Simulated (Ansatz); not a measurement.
Quick settings and what they miss: the (001) slab of Mg2Sb3 (cut from a parent of space group no. 164; 10 atoms in the cell)

Self-consistent single point.

```yaml
crystal:
  lattice:
    - [4.68034, 0.00000, 0.00000]
    - [-2.34017, 4.05329, 0.00000]
    - [0.00000, 0.00000, 23.74600]
  atoms:
    - { symbol: Mg, position: [0.33333, 0.66667, 0.21056] }
    - { symbol: Mg, position: [0.66667, 0.33333, 0.42201] }
    - { symbol: Mg, position: [0.33333, 0.66667, 0.52600] }
    - { symbol: Mg, position: [0.66667, 0.33333, 0.73745] }
    - { symbol: Sb, position: [0.33333, 0.66667, 0.34161] }
    - { symbol: Sb, position: [0.66667, 0.33333, 0.29096] }
    - { symbol: Sb, position: [0.00000, 0.00000, 0.47400] }
    - { symbol: Sb, position: [0.33333, 0.66667, 0.65704] }
    - { symbol: Sb, position: [0.66667, 0.33333, 0.60640] }
    - { symbol: Sb, position: [0.00000, 0.00000, 0.78944] }
```

Computed with PBEsol, default PAW files made with PBE (plane waves; Ansatz, a quantum-chemistry and plane-wave program).

Base settings: basis.ecutwfc = 420 eV; kpoints.mp_grid.grid = 6 6 1; hamiltonian.xc = pbesol; hamiltonian.pseudopotentials = {kind: paw} (the program's default PAW files); scf.occupations.method = gaussian; scf.occupations.width = 0.1 eV.

Tight run (finer mesh or higher cutoff; not a proven limit): basis.ecutwfc: 420 eV → 590 eV; kpoints.mp_grid.grid: 6 6 1 → 9 9 1; scf.convergence.dr2_threshold: default (1e-07 eV) → 1e-09 eV. It gave Fermi level (on the code's own zero) 3.31 eV; pressure averaged over the cell with its vacuum -1.09 GPa; largest force (vector length) 1.151 eV/Å.

Quick runs, as changes from the base:
- A: the base itself
- B: basis.ecutwfc: 420 eV → 250 eV; kpoints.mp_grid.grid: 6 6 1 → 1 1 1; hamiltonian.xc: pbesol → lda [LDA (PW92)]
- C: basis.ecutwfc: 420 eV → 210 eV; kpoints.mp_grid.grid: 6 6 1 → 2 2 1; hamiltonian.xc: pbesol → lda [LDA (PW92)]
- D: basis.ecutwfc: 420 eV → 295 eV; kpoints.mp_grid.grid: 6 6 1 → 8 8 1
- E: basis.ecutwfc: 420 eV → 210 eV; kpoints.mp_grid.grid: 6 6 1 → 4 4 1; scf.occupations.method: gaussian → cold; scf.occupations.width: 0.1 eV → 0.5 eV; scf.convergence.dr2_threshold: default (1e-07 eV) → 0.001 eV
- F: basis.ecutwfc: 420 eV → 250 eV; scf.occupations.method: gaussian → methfessel_paxton; scf.occupations.width: 0.1 eV → 0.2 eV; scf.convergence.dr2_threshold: default (1e-07 eV) → 0.001 eV

Energies are extrapolated to zero smearing width, which holds to low order in the width alone.

Dashes: energy of B, C, another energy zero.

† marks runs with another functional, U, potentials or spin treatment: their distance from the tight run is not a convergence error alone.

The count of work is k-points × plane waves × bands × iterations; it is no time. 

The starting cell comes from a database of computed structures (which also holds hypothetical and non-ambient phases and stackings), without a prior relaxation at this level. The slab is cut from that crystal, and its faces are unrelaxed. Its lattice was rescaled in the plane by a random factor within 2.5 % of one. The two faces of this cut differ, and no dipole correction was used. In the base run, forces exceed 1 eV/Å.

```
run  energy less tight (meV/atom)  largest miss in a force vector (eV/Å)  count of work / tight
---  ----------------------------  -------------------------------------  ---------------------
A                             5.2                                  0.306                   0.30
B†                              –                                  4.086                  0.047
C†                              –                                  1.772                  0.031
D                            85.1                                  0.065                   0.23
E                          4501.1                                  0.282                  0.028
F                           755.2                                  0.403                  0.061
```

Among the runs at the tight run's level, the energy misses run from 5.2 to 4501.1 meV/atom.

Keys are those of Ansatz 0.2.
